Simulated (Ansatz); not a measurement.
MgCO3 (R-3c, No. 167), treated with PBEsol (Ansatz, a program for electronic structure, plane waves, PAW).

Numerical settings: plane-wave cutoff 520 eV, 10×10×10 k mesh, Fermi–Dirac smearing 0.01 eV, scalar-relativistic PAW data made under PBE.

Computed at the level's own relaxed cell.

Q: Give the computed equilibrium volume per atom, c axis length, bulk modulus B0 and equilibrium lattice constant a.

A: 
- equilibrium volume per atom = 9.32 Å³/atom
- c axis length = 14.932 Å
- bulk modulus B0 = 107 GPa
- equilibrium lattice constant a = 4.649 Å

Note: the bulk modulus comes from volumes at which shape and atoms were relaxed.

Static lattice: no zero-point or thermal effects.

The result took around 15 core-minutes (rough).
